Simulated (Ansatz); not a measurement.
LaTiO2N (P2₁, No. 4, 20 atoms in the cell; start mp-775918) was calculated with LDA (Ansatz, a program for electronic structure, PAW).

Settings: plane-wave cutoff 520 eV, 6×6×4 k mesh (along the axes of the cell as run), Fermi–Dirac smearing 0.01 eV, no spin polarisation, scalar-relativistic PAW data made under PBE.

Cell (relaxed at this level):

LaTiNO$_{2}$ has the monoclinic space group P2₁ (No. 4), Pearson symbol mP20. Lattice parameters: a = 5.452 Å, b = 5.459 Å, c = 7.904 Å, α = γ = 90.00°, β = 90.46°. La1 on 2a sees 4 O at 2.449–2.583 Å and 4 O at 2.954–3.156 Å and 1 N at 2.465 Å and 2 N at 2.693–2.763 Å and 1 N at 2.991 Å. La2 on 2a sees 4 O at 2.365–2.661 Å and 1 O at 2.805 Å and 3 O at 3.050–3.163 Å and 2 N at 2.554–2.654 Å and 2 N at 2.808–2.897 Å. Ti1 on 2a is coordinated by 3 N at 1.873–1.980 Å and 3 O at 1.986–2.083 Å (octahedral). Ti2 on 2a has 1 N at 1.848 Å and 5 O at 1.949–2.070 Å (octahedral). N1 on 2a sees 2 Ti at 1.873–1.946 Å and 2 La at 2.465–2.554 Å and 2 La at 2.897–2.991 Å. N2 on 2a has 1 Ti at 1.848 Å and 1 Ti at 1.980 Å and 4 La at 2.654–2.808 Å (octahedral). O1 on 2a is surrounded by 2 Ti at 1.970–2.007 Å and 2 La at 2.478–2.583 Å and 2 La at 3.062–3.163 Å. O2 on 2a sees 2 Ti at 1.986–2.083 Å and 2 La at 2.365–2.449 Å and 2 La at 3.033–3.122 Å. 2 further independent sites are not listed. (Neighbours: up to the widest gap in distance over summed covalent radii, below 1.35, at either atom; cation-cation and far metal-metal contacts left out.)

Q: Estimate the band gap that the calculation returns.

A: 
* **band gap**: 1.16 eV (on the SCF k mesh)

Note: the relaxation could not lower the start's symmetry, so the cell can be a saddle point above a distorted one.

Spin–orbit coupling is not included.

Static lattice: no zero-point or thermal effects.

A start named mp-… is a Materials Project structure, which need not be a measured phase.
